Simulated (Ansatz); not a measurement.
# A self-consistent single point of YbBi₂ (Cmcm, 6 atoms in the cell) with Ansatz

Method of the run: PBEsol, harder PAW files (source: ansatz) made with PBE (plane waves; Ansatz, an electronic-structure program).

Input as run:

Ansatz 0.2 input:
```yaml
# YbBi2
crystal:
  lattice:
    - [2.374300, -8.537595, 0.000000]
    - [2.374300, 8.537595, 0.000000]
    - [0.000000, 0.000000, 4.596370]
  atoms:
    - { symbol: Yb, position: [0.598220, 0.401780, 0.750000] }
    - { symbol: Yb, position: [0.401780, 0.598220, 0.250000] }
    - { symbol: Bi, position: [0.934370, 0.065630, 0.750000] }
    - { symbol: Bi, position: [0.065630, 0.934370, 0.250000] }
    - { symbol: Bi, position: [0.241020, 0.758980, 0.750000] }
    - { symbol: Bi, position: [0.758980, 0.241020, 0.250000] }
basis:
  ecutwfc: 820.0
kpoints:
  mp_grid: { grid: [5, 5, 5] }
hamiltonian:
  xc: pbesol
  pseudopotentials: { kind: paw, source: ansatz }
scf:
  occupations: { method: cold, width: 0.1 }
output:
  forces: true
  eigenvalues: true
  stress: true
```

Log, with long lists cut:

```
WARN ansatz: RAYON_NUM_THREADS=1 ignored (pool sized by the plan → 1); use --threads N
Pseudopotentials: kind: paw
Pseudopotential: Yb, paw, valence charge 24
Pseudopotential: Bi, paw, valence charge 23
Crystal: 6 atoms, lattice volume = 186.344 Å³
Basis set: ecut = 820 eV, 9937 PW (Γ), exchange–correlation on 240×240×128 points (8 copies of the dense FFT grid, shifted against one another)
Bands: 84, of which v1, the nominal top of the filled ones, is band 70 counted from 1 (69 counted from 0)
Symmetry: 8 space group operations
Space group: Cmcm (ITA 63), of the structure as read, at distance tolerance 5.7e-5 Å
k-points: 27 of 125
PAW frozen core: Yb, regenerated for the run's functional, and the local potential with it
PAW frozen core: Bi, regenerated for the run's functional, and the local potential with it
Initial density: superposition of atomic densities (chi_scale 0.1, normalization cell)
Initial wavefunctions: pseudopotential atomic-orbital guess
Eigensolver: davidson
Functional: x = pbesol(κ = 0.804, μ = 0.12345679012345678), c = pbesol(β = 0.046)
SCF iter   1: F=—  HF=-91053.978695 eV  |F-HF|=—  |Δ(HF+E_count)|=         —  Δρ=3.40e-2  dr2=1.98e0  ethr=3.10e-3  ⟨swp⟩=5.3  Hψ=7663  notcnv=0
all-band conjugate gradients solve this SCF's bands
preconditioner: auto → Resta (q_TF=auto, 2.601 Å⁻¹)
SCF iter   2: F=—  HF=-91053.591459 eV  |F-HF|=—  |Δ(HF+E_count)|=   3.87e-1  S|Δr|=    0.00e0  Δρ=1.36e-2  dr2=1.76e-1  ethr=1.41e-3  ⟨swp⟩=2.5  Hψ=3217  notcnv=0  defer=197
preconditioner: auto → Kerker (q_TF=auto, 2.601 Å⁻¹)
SCF iter   3: F=—  HF=-91053.605424 eV  |F-HF|=—  |Δ(HF+E_count)|=   1.40e-2  S|Δr|=    0.00e0  Δρ=1.75e-2  dr2=2.62e-1  ethr=1.25e-4  ⟨swp⟩=2.0  Hψ=3069  notcnv=0  defer=197
   [... lines left out ...]
SCF iter  19: F=—  HF=-91053.564186 eV  |F-HF|=—  |Δ(HF+E_count)|=   1.63e-4  S|Δr|=    0.00e0  Δρ=1.88e-4  dr2=2.64e-5  ethr=4.74e-8  ⟨swp⟩=1.4  Hψ=2110  notcnv=0  defer=191
SCF iter  20: F=—  HF=-91053.564183 eV  |F-HF|=—  |Δ(HF+E_count)|=   2.58e-6  S|Δr|=    0.00e0  Δρ=6.69e-5  dr2=7.96e-6  ethr=1.88e-8  ⟨swp⟩=1.1  Hψ=2078  notcnv=0  defer=191
SCF iter  21: F=—  HF=-91053.564182 eV  |F-HF|=—  |Δ(HF+E_count)|=   1.54e-6  S|Δr|=    0.00e0  Δρ=4.78e-5  dr2=1.65e-6  ethr=5.69e-9  ⟨swp⟩=2.0  Hψ=2644  notcnv=0  defer=191
SCF iter  22: F=—  HF=-91053.564182 eV  |F-HF|=—  |Δ(HF+E_count)|=   6.30e-8  S|Δr|=    0.00e0  Δρ=5.41e-5  dr2=1.24e-6  ethr=1.18e-9  ⟨swp⟩=2.0  Hψ=2313  notcnv=0  defer=191
SCF iter  23: F=—  HF=-91053.564181 eV  |F-HF|=—  |Δ(HF+E_count)|=   1.41e-7  S|Δr|=    0.00e0  Δρ=1.53e-5  dr2=1.11e-7  ethr=8.87e-10  ⟨swp⟩=1.1  Hψ=2078  notcnv=0  defer=191
SCF iter  24: F=-91053.564181 eV  HF=-91053.564181 eV  |F-HF|=3.46e-8  |Δ(HF+E_count)|=   1.15e-8  S|Δr|=    0.00e0  Δρ=6.09e-6  dr2=2.11e-8  ethr=7.14e-11  ⟨swp⟩=10.4  Hψ=9049  notcnv=0
SCF 1 converged in 24 iterations: F = -91053.564181 eV  dr2 = 2.11e-8
SCF converged after 24 iterations
Stability not checked (fill_not_monotonic)
Free energy (F): -91053.564181 eV
Harris-Foulkes:  -91053.564181 eV  (|F-HF|=3.46e-8)
Internal energy: -91053.849710 eV  (E = F + TS)
E sigma→0 (E₀):  -91053.659358 eV
Entropy (-TS):   0.285529 eV (47.588 meV/atom)
Fermi energy:    12.682097 eV
--- Per-component energies (eV) ---
  E_band       = -3151.234205
  E_kinetic    = 3362.186354
  E_local      = -35935.541296  (includes V_loc(G=0)·N_el)
  E_nonlocal   = 8486.134494
  E_hartree    = 13501.115570
  E_xc         = -3873.440386
  E_vxc        = -1614.700482  (∫ρ·V_xc dr)
  E_paw        = -55086.522111  (= ΣΔE_a)
  E_vpaw       = -4451.548944  (= ΣTr[D̂ρ^β])
  E_aug_tail   = -0.000535  (compensation charges beyond the density's cutoff)
  E_ewald      = -21511.576677
  E_core_change = 3.794875  (= ΣΔE_core)
  E_smearing   = 0.285529  (= −TS)
  E_closure    = 0.000000  (closes the sum)
  Σ components = -91053.564181   (vs F -91053.564181, Δ=0.00e0)
--- Forces (eV/Å), atoms counted from 1 ---
  atom   1  Yb    -0.00000000    -0.07537260     0.00000000
  atom   2  Yb     0.00000000     0.07537260    -0.00000000
  atom   3  Bi     0.00000000     0.12559655    -0.00000000
  atom   4  Bi    -0.00000000    -0.12559655     0.00000000
  atom   5  Bi    -0.00000000    -0.11198264    -0.00000000
  atom   6  Bi     0.00000000     0.11198264     0.00000000
  max |Σ_I F_I| component: 1.04e-17 eV/Å
--- Stress (GPa, compression-positive) ---
       -3.652627       0.000000       0.000000
        0.000000      -3.597644       0.000000
        0.000000       0.000000      -2.530252
  P = ⅓ Tr σ = -3.2602 GPa (-32.602 kbar)
  The stress holds the Pulay correction. Without it, at fixed plane waves, as pw.x and ABINIT print it: P = -3.2612 GPa
--- Band table (eV; the first three rows and the last of 27) ---
  k-point 0: bands = ["-140.3753", "-140.3752", "-140.2605", "-140.2604", "-78.4754", "-78.4736", "-78.4426", "-78.4408", "-78.3717", "-78.3715", "-78.3406", "-78.3387", "-78.3293", "-78.3272", "-78.2766", "-78.2764", "-38.7280", "-38.7265", [...]
  k-point 1: bands = ["-140.3753", "-140.3752", "-140.2605", "-140.2604", "-78.4752", "-78.4738", "-78.4425", "-78.4410", "-78.3717", "-78.3715", "-78.3404", "-78.3389", "-78.3291", "-78.3274", "-78.2766", "-78.2764", "-38.7277", "-38.7266", [...]
  k-point 2: bands = ["-140.3752", "-140.3752", "-140.2604", "-140.2604", "-78.4748", "-78.4743", "-78.4420", "-78.4414", "-78.3717", "-78.3716", "-78.3400", "-78.3394", "-78.3286", "-78.3279", "-78.2766", "-78.2765", "-38.7273", "-38.7268", [...]
  k-point 26: bands = ["-140.3752", "-140.3752", "-140.2604", "-140.2604", "-78.4748", "-78.4743", "-78.4420", "-78.4414", "-78.3717", "-78.3716", "-78.3400", "-78.3394", "-78.3286", "-78.3279", "-78.2766", "-78.2765", "-38.7273", "-38.7268", [...]
```

The run converged in 24 iterations.

The starting cell comes from a database of computed structures (which also holds hypothetical and non-ambient phases and stackings), without a prior relaxation at this level. Spin-orbit coupling is off. Spin polarisation is off. With a pressure of about -3 GPa the cell is away from its equilibrium volume at this level. Ansatz's pressure includes its estimate of the finite-basis (Pulay) stress.

Cost on one core of a shared machine: roughly 70 s.
